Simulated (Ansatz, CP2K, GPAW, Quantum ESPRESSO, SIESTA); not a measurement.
# Code comparison for NiS2 (P2_1, 6 atoms in the cell)

Self-consistent single point, at a second geometry (lattice scaled by 0.98). First geometry:

```
CELL_PARAMETERS angstrom
      4.07766     0.00000     0.00000
      0.00000     5.20147     0.00000
     -2.01029     0.00000     4.88022
ATOMIC_POSITIONS crystal
  Ni 0.75106 0.83360 0.74947
  Ni 0.24894 0.33360 0.25053
  S  0.26741 0.95001 0.41712
  S  0.73259 0.45001 0.58288
  S  0.76670 0.21643 0.91754
  S  0.23330 0.71643 0.08246
```

Shared settings, as Ansatz (a program for electronic structure) writes them: kpoints.mp_grid.grid = 6 5 5; scf.occupations.method = fermi_dirac; scf.occupations.width = 0.02 eV. Potentials and cutoffs stand in the table.

```json
[
 {"code": "CP2K", "model": "PBEsol, GPW, DZVP-MOLOPT-SR-GTH basis, GTH-PBE potentials (GTH_POTENTIALS)", "ΔF from the first geometry (meV/atom)": "20.2", "pressure (GPa)": "7.06", "largest force (eV/Å)": "0.844", "gap on the mesh (eV)": "0.152", "cutoff": "grid 600 Ry"},
 {"code": "SIESTA", "model": "GGA PBEsol, numerical atomic orbitals TZP, PseudoDojo PBEsol standard norm-conserving potentials (rewritten from UPF to PSML)", "ΔF from the first geometry (meV/atom)": "-1.0", "pressure (GPa)": "3.78", "largest force (eV/Å)": "1.086", "gap on the mesh (eV)": "–", "cutoff": "grid 400 Ry"},
 {"code": "Ansatz", "model": "PBEsol, default PAW files made with PBE", "ΔF from the first geometry (meV/atom)": "12.4", "pressure (GPa)": "5.65", "largest force (eV/Å)": "0.699", "gap on the mesh (eV)": "0.180", "cutoff": "default"},
 {"code": "GPAW", "model": "PBEsol, GPAW PAW datasets PBEsol (made by gpaw-setup)", "ΔF from the first geometry (meV/atom)": "17.6", "pressure (GPa)": "6.54", "largest force (eV/Å)": "0.746", "gap on the mesh (eV)": "0.198", "cutoff": "850 eV"},
 {"code": "Quantum ESPRESSO", "model": "PBEsol, PSlibrary ultrasoft (PBE) pseudopotentials", "ΔF from the first geometry (meV/atom)": "17.4", "pressure (GPa)": "6.23", "largest force (eV/Å)": "0.796", "gap on the mesh (eV)": "0.245", "cutoff": "50 Ry"}
]
```

Size of the force on each atom (eV/Å): Sizes of forces hide their directions.

| code | Ni1 | Ni2 | S3 | S4 | S5 | S6 |
|---|---|---|---|---|---|---|
| CP2K | 0.032 | 0.021 | 0.844 | 0.844 | 0.827 | 0.826 |
| SIESTA | 0.014 | 0.014 | 1.086 | 1.086 | 1.070 | 1.070 |
| Ansatz | 0.015 | 0.015 | 0.699 | 0.699 | 0.681 | 0.681 |
| GPAW | 0.015 | 0.015 | 0.746 | 0.746 | 0.728 | 0.728 |
| Quantum ESPRESSO | 0.015 | 0.015 | 0.796 | 0.796 | 0.777 | 0.777 |

A dash marks a value that a program does not give, or that is left out as unsure.

No gap is tabulated for SIESTA: it is not read from that output, or partly filled or unconverged empty levels leave it unsure.

Gaps are read on the mesh.

On Ansatz's run: spin polarisation is off, so a magnetic state, if there is one, cannot be reached.

The spread over the programs that give each value: ΔF from the first geometry within 21.2 meV/atom; pressure within 3.28 GPa; largest force within 0.387 eV/Å; gap on the mesh within 0.093 eV.

CP2K and SIESTA use small atom-centred bases, whose incompleteness enters pressures, forces and empty levels differently from a plane-wave cutoff. Ansatz's pressure is given at a fixed set of plane waves, as the other plane-wave codes print theirs; with its correction for the finite basis it is 5.68 GPa. In the pressure, SIESTA (by 2.45) lies more than 1 GPa from the median of the plane-wave programs. In the force vectors, CP2K (by 0.137) and SIESTA (by 0.385) lie more than 0.08 eV/Å from the median of the plane-wave programs.

The starting cell comes from a database of computed structures (which also holds hypothetical and non-ambient phases and stackings), without a prior relaxation at this level. For this run, on top of that: lattice scaled by 0.98.

Keys are those of Ansatz 0.2.
